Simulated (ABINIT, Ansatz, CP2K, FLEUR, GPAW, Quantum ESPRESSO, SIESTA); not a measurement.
## CaGaCu (C2/m, 6 atoms in the cell) computed with different codes at matched settings

Self-consistent single point.

```yaml
crystal:
  lattice:
    - [4.91086, -2.15939, 0.00000]
    - [4.91086, 2.15939, 0.00000]
    - [-4.79041, 0.00000, 5.15458]
  atoms:
    - { symbol: Ca, position: [0.44423, 0.44423, 0.69054] }
    - { symbol: Ca, position: [0.55577, 0.55577, 0.30946] }
    - { symbol: Ga, position: [0.17032, 0.17032, 0.10330] }
    - { symbol: Ga, position: [0.82968, 0.82968, 0.89670] }
    - { symbol: Cu, position: [0.83586, 0.83586, 0.26726] }
    - { symbol: Cu, position: [0.16414, 0.16414, 0.73274] }
```

All programs got the same cell, k-point mesh and kind of occupations (in Ansatz's words: kpoints.mp_grid.grid = 4 4 3; scf.occupations.method = gaussian; scf.occupations.width = 0.0147 Ry); potentials, basis and cutoffs are each program's usual ones.

```
code                                                                                                                                 model  pressure (GPa)  largest force (eV/Å)  k-points           cutoff
----------------  ------------------------------------------------------------------------------------------------------------------------  --------------  --------------------  --------  ---------------
SIESTA            LDA PW92, numerical atomic orbitals DZP, PseudoDojo LDA standard norm-conserving potentials (rewritten from UPF to PSML)            6.09                 0.232        28      grid 400 Ry
CP2K                                                  LDA (Pade form), GPW, DZVP-MOLOPT-SR-GTH basis, GTH-PADE potentials (GTH_POTENTIALS)            0.69                 0.139        26      grid 600 Ry
Ansatz                                                                                                 LDA (PW92), PAW files made with PBE           -0.08                 0.141        17          default
GPAW                                                                         LDA (Perdew-Wang 92), GPAW PAW datasets LDA (gpaw-data 1.0.1)            0.68                 0.180        17           850 eV
FLEUR                                                     LDA (Vosko-Wilk-Nusair), all-electron FLAPW (FLEUR), scalar-relativistic valence               –                 0.150        17  Kmax 3.8 1/bohr
ABINIT                                                                                                  LDA (PW92), PAW (JTH v2.0 LDA PAW)           -0.20                 0.144        17            30 Ha
Quantum ESPRESSO                                                                       LDA (PZ), GBRV 1.5 ultrasoft (LDA) pseudopotentials           -0.39                 0.152        17            50 Ry
```

Size of the force on each atom (eV/Å): Sizes of forces hide their directions.

```json
[
 {"code": "SIESTA", "Ca1": "0.182", "Ca2": "0.182", "Ga3": "0.232", "Ga4": "0.232", "Cu5": "0.192", "Cu6": "0.192"},
 {"code": "CP2K", "Ca1": "0.039", "Ca2": "0.039", "Ga3": "0.139", "Ga4": "0.139", "Cu5": "0.117", "Cu6": "0.117"},
 {"code": "Ansatz", "Ca1": "0.055", "Ca2": "0.055", "Ga3": "0.140", "Ga4": "0.140", "Cu5": "0.141", "Cu6": "0.141"},
 {"code": "GPAW", "Ca1": "0.069", "Ca2": "0.069", "Ga3": "0.155", "Ga4": "0.155", "Cu5": "0.180", "Cu6": "0.180"},
 {"code": "FLEUR", "Ca1": "0.054", "Ca2": "0.054", "Ga3": "0.139", "Ga4": "0.139", "Cu5": "0.150", "Cu6": "0.150"},
 {"code": "ABINIT", "Ca1": "0.056", "Ca2": "0.056", "Ga3": "0.144", "Ga4": "0.144", "Cu5": "0.142", "Cu6": "0.142"},
 {"code": "Quantum ESPRESSO", "Ca1": "0.058", "Ca2": "0.058", "Ga3": "0.142", "Ga4": "0.142", "Cu5": "0.152", "Cu6": "0.152"}
]
```

A dash marks a value that a program does not give, or that is left out as unsure.

The spread over the programs that give each value: pressure within 6.48 GPa; largest force within 0.093 eV/Å.

The starting cell comes from a database of computed structures (which also holds hypothetical and non-ambient phases and stackings), without a prior relaxation at this level. Its lattice was rescaled by a random factor within 2.5 % of one. On Ansatz's run: Spin polarisation is off. Without a gap this mesh is coarse (it stands for a supercell whose shortest vector is 17 Å).

Why do the programs differ, and what cannot be compared?

Differences of this kind can come from the potentials, where these differ, and from what each basis and cutoff leave unconverged. The valence holds different numbers of electrons (SIESTA 84, CP2K 68, Ansatz (an electronic-structure program) 84, GPAW 48, FLEUR 68, ABINIT 84, Quantum ESPRESSO 96). The zero of total energies and Fermi levels follows the potentials and each program's conventions, so they are not compared here. SIESTA and CP2K use small atom-centred bases, whose incompleteness enters pressures, forces and empty levels differently from a plane-wave cutoff. FLEUR treats all electrons, but the usual bases taken here (sphere radii, linearisation, local orbitals, empty states) were not tested for convergence, so the values are no reference for the others. Ansatz's pressure is given at a fixed set of plane waves, as the other plane-wave codes print theirs. Ansatz's smearing width was typed in Ry to four decimals, so it matches the others to a few per cent. The same LDA comes in different parametrisations, which differ slightly. The programs reduce the same mesh by symmetry to different extents, which changes the work and not the result. In the pressure, SIESTA (by 6.23) lies more than 1 GPa from the median of the plane-wave programs. In the force vectors, SIESTA (by 0.143) lies more than 0.08 eV/Å from the median of the plane-wave programs.

The shared mesh is coarse (it stands for a supercell whose shortest vector is 17 Å), so the values are not converged in it.

Left out of this page: Elk (not drawn, or without a comparable value).

Keys are those of Ansatz 0.2.
